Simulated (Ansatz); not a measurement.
# Effective masses and thermopower of SnO2 under load (space group P4_2/mnm)

Given:

```
SnO2
1.0
    4.81323     0.00000     0.00000
    0.00000     4.81323     0.00000
    0.00000     0.00000     3.13194
Sn O
2 4
Direct
  0.00000   0.00000   0.00000
  0.50000   0.50000   0.50000
  0.30534   0.30534   0.00000
  0.69466   0.69466   0.00000
  0.80534   0.19466   0.50000
  0.19466   0.80534   0.50000
```

The numbers are results of r2SCAN, rigid bands (plane waves, PAW, scalar-relativistic; Ansatz, a first-principles code), not measurements. Condition of this run: uniaxial stress along c of 8 GPa (compression positive) (the target of the relaxation). Cell: cell and atoms relaxed with PBEsol, then loaded as said.

```yaml
band_gap: 1.85 eV
electron conductivity mass (300 K, dilute): 0.25 (x), 0.25 (y), 0.21 (z) mₑ
hole conductivity mass (300 K, dilute): 1.41 (x), 1.41 (y), 2.1 (z) mₑ
effective density of states N_c (300 K): 2.6e18 cm⁻³
effective density of states N_v (300 K): 4.9e19 cm⁻³
density_of_states_mass_electrons: 0.22 mₑ
density_of_states_mass_holes: 1.55 mₑ
Seebeck coefficient, n-type 1e19 cm⁻³, 300 K: -130 μV/K
best n-type power factor at 300 K for τ = 10 fs (best axis; densities from 1e16 to 1e21 cm⁻³ tried, whether or not they can be reached): 2.2 μW/(cm·K²) at 1e19 cm⁻³
Seebeck coefficient, p-type 1e19 cm⁻³, 300 K: 350 μV/K
best p-type power factor at 300 K for τ = 10 fs (best axis; densities from 1e16 to 1e21 cm⁻³ tried, whether or not they can be reached): 5.4 μW/(cm·K²) at 1e20 cm⁻³
```

Rigid bands; masses and Seebeck coefficients take one relaxation time τ for all states and one kind of carrier; polarons and phonon drag are left out. Spin-orbit coupling is left out; where it splits the top of the valence band, N_v and the p-type Seebeck coefficient come out somewhat high without it. Geometry: cell and atoms relaxed with PBEsol.
